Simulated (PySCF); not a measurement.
PySCF 2.14.0, WB97X/def2-svp: Si(F)2(Me)(OSiH3) (C[Si](F)(F)O[SiH3]), 12 atoms. The geometry is a generated start, not checked to be a minimum at this level.

| Item | Value |
|---|---|
| task | energy |
| method | wb97x |
| basis | def2-svp |
| mol.max_memory | 7000 MB |
| mf.init_guess | minao (default) |
| mf.DIIS | CDIIS (default) |
| mf.diis_space | 8 (default) |
| mf.conv_tol | 1e-09 (default) |
| mf.grids.level | 3 (default) |
| basis functions (reference run) | 122 |
| grid points (reference run) | 153936 |

```xyz
12

C      1.6840    -1.1330     0.3822
Si     0.7616     0.4944     0.5283
F      1.4626     1.6617    -0.3096
F      0.8009     1.0859     2.0132
O     -0.7707     0.4188     0.0990
Si    -2.1432     0.4717    -0.7850
H      1.2822    -1.8795     1.0606
H      2.7349    -1.0016     0.6242
H      1.6250    -1.5339    -0.6260
H     -3.2036     0.3738     0.2128
H     -2.1486     1.7305    -1.5241
H     -2.0850    -0.6887    -1.6755
```
Charge 0, spin multiplicity 1.

The reference run uses exact four-centre integrals. Single runs; times are not shown.

Settings tried, all else as in the reference:
- COSX exchange (sgx_fit, pjs) with fitted J, mf.with_df.grids_level_i = 1, mf.with_df.grids_level_f = 4
- density fitting, auxbasis = def2-universal-jfit
- density fitting, auxbasis = autoaux
- COSX exchange (sgx_fit, pjs) with fitted J, mf.with_df.grids_level_i = 1, mf.with_df.grids_level_f = 1
- COSX exchange (sgx_fit, pjs) with fitted J, mf.with_df.grids_level_i = 1, mf.with_df.grids_level_f = 2 (default)
- COSX exchange (sgx_fit, pjs) with fitted J, mf.with_df.grids_level_i = 1, mf.with_df.grids_level_f = 3
- density fitting of J alone, exact K
- density fitting

Problem. Sort the settings: which keep to the reference within 0.10 meV/atom in energy, and which don't?

Solution. Within it: density fitting, auxbasis = autoaux. Outside: density fitting; COSX exchange (sgx_fit, pjs) with fitted J, mf.with_df.grids_level_i = 1, mf.with_df.grids_level_f = 1; COSX exchange (sgx_fit, pjs) with fitted J, mf.with_df.grids_level_i = 1, mf.with_df.grids_level_f = 2 (default); COSX exchange (sgx_fit, pjs) with fitted J, mf.with_df.grids_level_i = 1, mf.with_df.grids_level_f = 4; density fitting of J alone, exact K; COSX exchange (sgx_fit, pjs) with fitted J, mf.with_df.grids_level_i = 1, mf.with_df.grids_level_f = 3; density fitting, auxbasis = def2-universal-jfit.

```csv
setting,energy against the reference
"density fitting, auxbasis = autoaux",−0.037 meV/atom
density fitting,−0.23 meV/atom
"COSX exchange (sgx_fit, pjs) with fitted J, mf.with_df.grids_level_i = 1, mf.with_df.grids_level_f = 1",−0.34 meV/atom
"COSX exchange (sgx_fit, pjs) with fitted J, mf.with_df.grids_level_i = 1, mf.with_df.grids_level_f = 2 (default)",−0.36 meV/atom
"COSX exchange (sgx_fit, pjs) with fitted J, mf.with_df.grids_level_i = 1, mf.with_df.grids_level_f = 4",−0.38 meV/atom
"density fitting of J alone, exact K",−0.38 meV/atom
"COSX exchange (sgx_fit, pjs) with fitted J, mf.with_df.grids_level_i = 1, mf.with_df.grids_level_f = 3",−0.38 meV/atom
"density fitting, auxbasis = def2-universal-jfit",+1200 meV/atom
```

Total energies are compared; such shifts often cancel in part in energy differences. sgx_fit (COSX, pjs=True) fits J as well, so its difference is the sum of the grid's shift in exchange and the fit's in Coulomb. def2-universal-jfit is made for Coulomb alone and misses functions that exchange needs. Also tried and not ranked: density fitting, auxbasis = def2-universal-jkfit (same energy as a listed run). The tolerance is a choice made for this comparison.
